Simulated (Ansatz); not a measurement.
Base system: SnTe in the rock salt structure (space group Fm-3m, No. 225; a = 6.370 Å). Axes: x, y, z lie along the cube axes.

Calculations: r2SCAN (Ansatz, a quantum-chemistry and plane-wave program; PAW; 500 eV plane waves; spin-orbit coupling left out).

Now apply this change: an isotropic linear strain of −2.89 %, atoms relaxed at fixed cell.

Problem. Predict the stress tensor and what it implies for the stiffness.

Solution. Stress of the strained cell less that of the base (GPa, compression positive):
```
   4.70    0.00    0.00
   0.00    4.70    0.00
   0.00    0.00    4.70
```

Then B = −ΔP/(ΔV/V₀) with ΔV/V₀ = -0.0842 gives secant stiffness values (nonlinear terms included at this strain): B ≈ 56 GPa.

As a check, the harmonic strain energy −½ V₀ Δσ:ε is 41 meV/atom; the computed energy rise is 37 meV/atom.

Whether these cells are dynamically stable was not tested.
